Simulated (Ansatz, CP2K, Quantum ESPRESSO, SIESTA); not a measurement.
**Code comparison for LaAlH6 (P1, 8 atoms in the cell)**

Self-consistent single point, at a second geometry (atoms moved at random). First geometry:

```
CELL_PARAMETERS angstrom
      3.27429     1.89041     2.10762
     -3.27429     1.89041     2.10762
      0.00000    -3.78082     2.10762
ATOMIC_POSITIONS crystal
  La 0.50000 0.50000 0.50000
  Al 0.00000 0.00000 0.00000
  H  0.93995 0.29183 0.29183
  H  0.06005 0.70817 0.70817
  H  0.29183 0.93995 0.29183
  H  0.70817 0.06005 0.70817
  H  0.29183 0.29183 0.93995
  H  0.70817 0.70817 0.06005
```

Second geometry:
```
CELL_PARAMETERS angstrom
      3.27429     1.89041     2.10762
     -3.27429     1.89041     2.10762
      0.00000    -3.78082     2.10762
ATOMIC_POSITIONS crystal
  La 0.48366 0.49296 0.50757
  Al 0.99709 0.99499 0.99603
  H  0.95514 0.28682 0.29149
  H  0.05527 0.70915 0.70536
  H  0.30253 0.94239 0.27788
  H  0.70524 0.05464 0.72023
  H  0.30552 0.30175 0.94692
  H  0.69556 0.71730 0.05453
```

Shared settings, as Ansatz (a program for electronic structure) writes them: kpoints.mp_grid.grid = 6 6 6; scf.occupations.method = fixed. Potentials and cutoffs stand in the table.

| code | model | ΔF from the first geometry (meV/atom) | pressure (GPa) | largest force (eV/Å) | gap on the mesh (eV) | cutoff |
|---|---|---|---|---|---|---|
| SIESTA | GGA PBEsol, numerical atomic orbitals DZP, PseudoDojo PBEsol standard norm-conserving potentials (rewritten from UPF to PSML) | 10.4 | 0.11 | 0.655 | 1.728 | grid 350 Ry |
| Quantum ESPRESSO | PBEsol, GBRV 1.5 ultrasoft (PBESOL) pseudopotentials | 9.5 | -1.71 | 0.584 | 2.215 | 40 Ry |
| Ansatz | PBEsol, PAW files made with PBE | 9.4 | -1.87 | 0.582 | 2.253 | default |
| CP2K | PBEsol, GPW, DZVP-MOLOPT-SR-GTH basis, GTH-PBE potentials (GTH_POTENTIALS) | 9.9 | -2.33 | 0.574 | 2.035 | grid 500 Ry |

Size of the force on each atom (eV/Å): Sizes of forces hide their directions.

```
code                La1    Al2     H3     H4     H5     H6     H7     H8
----------------  -----  -----  -----  -----  -----  -----  -----  -----
SIESTA            0.383  0.434  0.511  0.367  0.324  0.655  0.256  0.418
Quantum ESPRESSO  0.478  0.412  0.438  0.301  0.270  0.584  0.247  0.380
Ansatz            0.482  0.415  0.435  0.300  0.269  0.582  0.246  0.380
CP2K              0.424  0.405  0.434  0.289  0.271  0.574  0.279  0.370
```

Gaps are read on the mesh.

The spread over the programs that give each value: ΔF from the first geometry within 1.0 meV/atom; pressure within 2.44 GPa; largest force within 0.081 eV/Å; gap on the mesh within 0.525 eV.

SIESTA and CP2K use small atom-centred bases, whose incompleteness enters pressures, forces and empty levels differently from a plane-wave cutoff. Ansatz's pressure is given at a fixed set of plane waves, as the other plane-wave codes print theirs; with its correction for the finite basis it is -1.76 GPa. In the pressure, SIESTA (by 1.90) lies more than 1 GPa from the median of the plane-wave programs. In the gap, SIESTA (by 0.506) and CP2K (by 0.199) lie more than 0.12 eV from the median of the plane-wave programs. In the force vectors, SIESTA (by 0.104) lies more than 0.08 eV/Å from the median of the plane-wave programs.

The starting cell comes from a database of computed structures (which also holds hypothetical and non-ambient phases and stackings), without a prior relaxation at this level. Its lattice was rescaled by a random factor within 2.5 % of one. For this run, on top of that: atoms moved at random.

Keys are those of Ansatz 0.2.
